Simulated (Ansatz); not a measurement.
Worked example: self-consistent single point of GaNi (Pm-3m, 2 atoms in the cell) in Ansatz (a first-principles code).

Level of theory: PBEsol, PAW files made with PBE (plane waves; Ansatz).

The change in words: lattice scaled by 0.98. Reference geometry:
```yaml
crystal:
  lattice:
    - [2.88305, 0.00000, 0.00000]
    - [0.00000, 2.88305, 0.00000]
    - [0.00000, 0.00000, 2.88305]
  atoms:
    - { symbol: Ga, position: [0.00000, 0.00000, 0.00000] }
    - { symbol: Ni, position: [0.50000, 0.50000, 0.50000] }
```

Reference input (self-consistent single point, DFT, PBEsol, plane waves, PAW files made with PBE): kpoints.mp_grid.grid = 9 9 9; hamiltonian.xc = pbesol; hamiltonian.pseudopotentials = {kind: paw} (an earlier, softer set of the program's PAW files); scf.occupations.method = gaussian; scf.occupations.width = 0.136 eV. This run's input differs from it in these lines:

```diff
@@ -2,5 +2,5 @@
   lattice:
-    - [2.88304700, 0.00000000, 0.00000000]
-    - [0.00000000, 2.88304700, 0.00000000]
-    - [0.00000000, 0.00000000, 2.88304700]
+    - [2.82538600, 0.00000000, 0.00000000]
+    - [0.00000000, 2.82538600, 0.00000000]
+    - [0.00000000, 0.00000000, 2.82538600]
   atoms:
```

The program printed (abridged):

```
SCF iter   1: F=—  HF=-9549.460891 eV  |F-HF|=—  |Δ(HF+E_count)|=         —  Δρ=1.08e-1  dr2=2.51e0  ethr=3.10e-3  ⟨swp⟩=4.5  Hψ=2790  notcnv=0
all-band conjugate gradients solve this SCF's bands
preconditioner: auto → none
SCF iter   2: F=—  HF=-9549.187471 eV  |F-HF|=—  |Δ(HF+E_count)|=   2.73e-1  Δρ=7.23e-2  dr2=1.13e0  ethr=3.10e-3  ⟨swp⟩=2.1  Hψ=1148  notcnv=0  defer=17
   [... lines left out ...]
SCF iter   5: F=—  HF=-9548.971509 eV  |F-HF|=—  |Δ(HF+E_count)|=   4.68e-4  Δρ=1.27e-3  dr2=9.42e-5  ethr=3.39e-6  ⟨swp⟩=2.0  Hψ=1168  notcnv=0  defer=16
SCF iter   6: F=—  HF=-9548.971646 eV  |F-HF|=—  |Δ(HF+E_count)|=   1.37e-4  Δρ=5.90e-4  dr2=4.63e-5  ethr=3.04e-7  ⟨swp⟩=2.0  Hψ=1231  notcnv=0  defer=16
SCF iter   7: F=—  HF=-9548.971617 eV  |F-HF|=—  |Δ(HF+E_count)|=   2.93e-5  Δρ=2.41e-5  dr2=3.58e-8  ethr=3.23e-10  ⟨swp⟩=7.2  Hψ=4194  notcnv=0
SCF iter   8: F=-9548.971617 eV  HF=-9548.971617 eV  |F-HF|=7.17e-10  |Δ(HF+E_count)|=   5.85e-8  Δρ=3.46e-6  dr2=9.05e-10  ethr=1.16e-10  ⟨swp⟩=5.7  Hψ=3024  notcnv=0
SCF 1 converged in 8 iterations: F = -9548.971617 eV  dr2 = 9.05e-10
Free energy (F): -9548.971617 eV
Internal energy: -9548.961599 eV  (E = F + TS)
E sigma→0 (E₀):  -9548.966608 eV
Entropy (-TS):   -0.010018 eV (-5.009 meV/atom)
Fermi energy:    17.771499 eV
--- Forces (eV/Å), atoms counted from 1 ---
  atom   1  Ga    -0.00000000     0.00000000     0.00000000
  atom   2  Ni     0.00000000    -0.00000000    -0.00000000
--- Stress (GPa, compression-positive) ---
       10.077943       0.000000       0.000000
        0.000000      10.077943       0.000000
        0.000000       0.000000      10.077943
  P = ⅓ Tr σ = 10.0779 GPa (100.779 kbar)
  The stress holds the Pulay correction. Without it, at fixed plane waves, as pw.x and ABINIT print it: P = 10.0041 GPa
```

The run converged in 8 iterations. Against the reference run the free energy goes up by 16.9 meV/atom and the pressure goes from -1.70 to 10.08 GPa.

The starting cell comes from a database of computed structures (which also holds hypothetical and non-ambient phases and stackings), without a prior relaxation at this level. Its lattice was rescaled by a random factor within 2.5 % of one. For this run, on top of that: lattice scaled by 0.98. Spin polarisation is off. With a pressure of about 10 GPa the cell is away from its equilibrium volume at this level. Ansatz's pressure includes its estimate of the finite-basis (Pulay) stress.

Keys are those of Ansatz 0.2.
